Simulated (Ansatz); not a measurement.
Take Cs2AgBiBr6 (space group Fm-3m, No. 225) as the base.

```yaml
crystal:
  lattice:
    - [0.00000, 5.59369, 5.59369]
    - [5.59369, 0.00000, 5.59369]
    - [5.59369, 5.59369, 0.00000]
  atoms:
    - { symbol: Bi, position: [0.00000, 0.00000, 0.00000] }
    - { symbol: Ag, position: [0.50000, 0.50000, 0.50000] }
    - { symbol: Cs, position: [0.25000, 0.25000, 0.25000] }
    - { symbol: Cs, position: [0.75000, 0.75000, 0.75000] }
    - { symbol: Br, position: [0.25391, 0.74609, 0.25391] }
    - { symbol: Br, position: [0.25391, 0.74609, 0.74609] }
    - { symbol: Br, position: [0.74609, 0.25391, 0.74609] }
    - { symbol: Br, position: [0.74609, 0.25391, 0.25391] }
    - { symbol: Br, position: [0.25391, 0.25391, 0.74609] }
    - { symbol: Br, position: [0.74609, 0.74609, 0.25391] }
```

Cartesian axes are those of the cell as printed.

Computed with plane-wave PAW DFT at the PBEsol level (Ansatz, a program for electronic structure, 420 eV), no spin-orbit coupling.

Strains are applied to the cell and any free atomic positions relax.

One change was made to it. Results:

```tsv
quantity	base	after
band gap	1.10 eV	0.91 eV
shortest interatomic distance	2.753 Å	2.633 Å
```

### Question
Which change produced these results?
A) uniaxial strain ε_zz = −0.75 %
B) uniaxial strain ε_zz = −1.50 %
C) uniaxial strain ε_zz = −2.25 %
D) uniaxial strain ε_zz = −3.00 %

### Answer
D, uniaxial strain ε_zz = −3.00 %. For comparison, the band gap in the other runs: uniaxial strain ε_zz = −2.25 % gives 0.95 eV; uniaxial strain ε_zz = −0.75 % gives 1.05 eV; uniaxial strain ε_zz = −1.50 % gives 1.00 eV.

With Bi present, leaving out spin-orbit coupling can change the band edges. Whether these cells are dynamically stable was not tested.
